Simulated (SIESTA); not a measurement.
A self-consistent single point of ZrCu5 (P1, 6 atoms in the cell) with SIESTA.

Computed with LDA PW92, numerical atomic orbitals DZP, PseudoDojo LDA standard norm-conserving potentials (rewritten from UPF to PSML) run with SIESTA 5.4.2.

```
CELL_PARAMETERS angstrom
      0.00000     3.41154     3.41154
      3.41154     0.00000     3.41154
      3.41154     3.41154     0.00000
ATOMIC_POSITIONS crystal
  Zr 0.01972 0.99637 0.98865
  Cu 0.74205 0.74923 0.74974
  Cu 0.34411 0.90222 0.37304
  Cu 0.39316 0.37103 0.38328
  Cu 0.85256 0.38853 0.38503
  Cu 0.39840 0.34262 0.87026
```

Reference input (self-consistent single point, DFT, LDA PW92, numerical atomic orbitals DZP, PseudoDojo LDA standard norm-conserving potentials (rewritten from UPF to PSML)): XC.functional = LDA; XC.authors = PW92; potentials = PseudoDojo LDA standard; PAO.BasisSize = DZP; PAO.EnergyShift = 0.01 Ry; MeshCutoff = 300 Ry; kgrid.MonkhorstPack = 4 4 4; OccupationFunction = MP; OccupationMPOrder = 0; ElectronicTemperature = 50 meV; MaxSCFIterations = 150; SCF.Mixer.Method = Pulay. This run's input differs from it in these lines:

```diff
@@ -32,5 +32,5 @@
 %block kgrid.MonkhorstPack
-    4   0   0  0.0
-    0   4   0  0.0
-    0   0   4  0.0
+    7   0   0  0.0
+    0   7   0  0.0
+    0   0   7  0.0
 %endblock kgrid.MonkhorstPack
```

Output (repeated stretches shortened):

```
        iscf     Eharris(eV)        E_KS(eV)     FreeEng(eV)     dDmax    Ef(eV) dHmax(eV)
   scf:    1   -26116.671820   -26821.128610   -26821.151741  4.200192  2.322701 54.557869
   scf:    2   -27237.839487   -27124.882029   -27124.887317  2.235378 -0.441559 23.987982
   scf:    3   -27154.923032   -27144.120832   -27144.125555  0.372299 -1.227215  7.507302
   scf:    4   -27150.868039   -27147.989189   -27147.992129  0.302613 -1.627704  6.694670
   scf:    5   -27151.025258   -27150.167308   -27150.170430  0.458865 -2.101860  2.334796
   [... 6 lines left out ...]
   scf:   12   -27150.397327   -27150.397286   -27150.401643  0.001664 -2.201228  0.005480
   scf:   13   -27150.397278   -27150.397282   -27150.401646  0.000176 -2.201833  0.001833
   scf:   14   -27150.397263   -27150.397274   -27150.401647  0.000266 -2.202270  0.004600
   scf:   15   -27150.397283   -27150.397279   -27150.401648  0.000091 -2.202271  0.000323
SCF Convergence by DM+H criterion
max |DM_out - DM_in|         :     0.0000906388
max |H_out - H_in|      (eV) :     0.0003225493
SCF cycle converged after 15 iterations

Using DM_out to compute the final energy and forces

siesta: E_KS(eV) =           -27150.3973

siesta: E_KS - E_eggbox =    -27150.3973

siesta: Atomic forces (eV/Ang):
     1    0.044970   -0.028861   -0.504246
     2   -0.132928    0.185051    0.006152
     3   -0.554911    1.129034   -0.538426
     4   -0.339311   -1.206099   -0.412276
     5   -0.328197    0.220997    1.162600
     6    1.307628   -0.294469    0.275081
   Tot   -0.002749    0.005653   -0.011115
   Max    1.307628
   Res    0.636913    sqrt( Sum f_i^2 / 3N )
   Max    1.307628    constrained

   [... lines left out ...]
siesta: FreeEng =    -27150.401648
   [... lines left out ...]
siesta:     0.067205   -0.008847    0.008834
siesta:    -0.008848    0.055559   -0.004046
siesta:     0.008834   -0.004046    0.054183

siesta: Cell volume =         79.411483 Ang**3

siesta: Pressure (static):
siesta:                Solid            Molecule  Units
siesta:          -0.00064240         -0.00078070  Ry/Bohr**3
siesta:          -0.05898249         -0.07168082  eV/Ang**3
siesta:         -94.50036191       -114.84533527  kBar
```

The run converged in 15 iterations. Against the reference run the free energy drops by 8.6 meV/atom, the pressure goes from -9.56 to -9.45 GPa and the largest force goes from 1.350 to 1.368 eV/Å.

The starting cell comes from a database of computed structures (which also holds hypothetical and non-ambient phases and stackings), without a prior relaxation at this level. Its atoms were displaced at random from the sites of space group no. 216. Spin polarisation is off. Values carry the incompleteness of an atom-centred basis. With a pressure of about -9 GPa the cell is away from its equilibrium volume at this level. Forces in this geometry exceed 1 eV/Å.

Cost on one core of a shared machine: roughly 40 s.
